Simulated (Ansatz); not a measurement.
Given:

End structure of a constructed model of the (000-1) surface of wurtzite GaN, N-terminated, 2x2 Ga adatom at H3 (bottom of the slab: 3 H on 4 bottom sites):

```yaml
crystal:
  lattice:
    - [6.43695, 0.00000, 0.00000]
    - [-3.21848, 5.57456, 0.00000]
    - [0.00000, 0.00000, 30.00000]
  atoms:
    - { symbol: Ga, position: [0.33025, 0.16975, 0.32245] }
    - { symbol: Ga, position: [0.83955, 0.16975, 0.32249] }
    - { symbol: Ga, position: [0.33025, 0.66045, 0.32249] }
    - { symbol: Ga, position: [0.83339, 0.66661, 0.33740] }
    - { symbol: N, position: [0.16670, 0.33330, 0.34843] }
    - { symbol: N, position: [0.66504, 0.33009, 0.34740] }
    - { symbol: N, position: [0.16991, 0.83496, 0.34740] }
    - { symbol: N, position: [0.66510, 0.83490, 0.34744] }
    - { symbol: Ga, position: [0.16667, 0.33333, 0.41344] }
    - { symbol: Ga, position: [0.66667, 0.33333, 0.41344] }
    - { symbol: Ga, position: [0.16667, 0.83333, 0.41344] }
    - { symbol: Ga, position: [0.66667, 0.83333, 0.41344] }
    - { symbol: N, position: [0.33333, 0.16667, 0.43498] }
    - { symbol: N, position: [0.83333, 0.16667, 0.43498] }
    - { symbol: N, position: [0.33333, 0.66667, 0.43498] }
    - { symbol: N, position: [0.83333, 0.66667, 0.43498] }
    - { symbol: Ga, position: [0.33337, 0.16663, 0.50027] }
    - { symbol: Ga, position: [0.83384, 0.16762, 0.50066] }
    - { symbol: Ga, position: [0.33238, 0.66616, 0.50066] }
    - { symbol: Ga, position: [0.83389, 0.66611, 0.50111] }
    - { symbol: N, position: [0.16776, 0.33224, 0.52277] }
    - { symbol: N, position: [0.66456, 0.33222, 0.52281] }
    - { symbol: N, position: [0.16778, 0.83544, 0.52281] }
    - { symbol: N, position: [0.66671, 0.83329, 0.52132] }
    - { symbol: Ga, position: [0.16895, 0.33105, 0.58874] }
    - { symbol: Ga, position: [0.66208, 0.33098, 0.58883] }
    - { symbol: Ga, position: [0.16902, 0.83792, 0.58883] }
    - { symbol: Ga, position: [0.66665, 0.83335, 0.58632] }
    - { symbol: N, position: [0.33333, 0.16667, 0.61561] }
    - { symbol: N, position: [0.83324, 0.16639, 0.60773] }
    - { symbol: N, position: [0.33361, 0.66676, 0.60773] }
    - { symbol: N, position: [0.83321, 0.66679, 0.60773] }
    - { symbol: Ga, position: [0.33335, 0.16665, 0.68650] }
    - { symbol: Ga, position: [0.82239, 0.14468, 0.67260] }
    - { symbol: Ga, position: [0.35532, 0.67761, 0.67260] }
    - { symbol: Ga, position: [0.82235, 0.67765, 0.67260] }
    - { symbol: N, position: [0.15546, 0.34454, 0.69842] }
    - { symbol: N, position: [0.68915, 0.34455, 0.69841] }
    - { symbol: N, position: [0.15545, 0.81085, 0.69841] }
    - { symbol: N, position: [0.66667, 0.83333, 0.69578] }
    - { symbol: H, position: [0.33298, 0.16702, 0.27042] }
    - { symbol: H, position: [0.83397, 0.16677, 0.27046] }
    - { symbol: H, position: [0.33323, 0.66603, 0.27046] }
    - { symbol: Ga, position: [0.00002, 0.49998, 0.73076] }
```

Set-up: 44 atoms, 13.6 Å thick at the start with caps and adatoms (thin: gaps and levels are the slab's own); mesh 4x4x1; 0.025 eV smearing; dipole correction on; single point; on the structure that PBE left under its start's symmetry; no spin, no spin-orbit, no U. In PBE it is, or lies within 0.01 eV a 1x1 cell of, the lowest of the 3 structures of its composition computed so far; subsurface sites and larger cells were not tried.

Q: Predict the gap of the slab on its k-mesh from Ansatz (a program for electronic structure) with r2SCAN, at the PBE geometry.

A: 0.79 eV

Q: Estimate the highest filled level below the top vacuum level that r2SCAN, at the PBE geometry returns for this input.

A: 4.82 eV
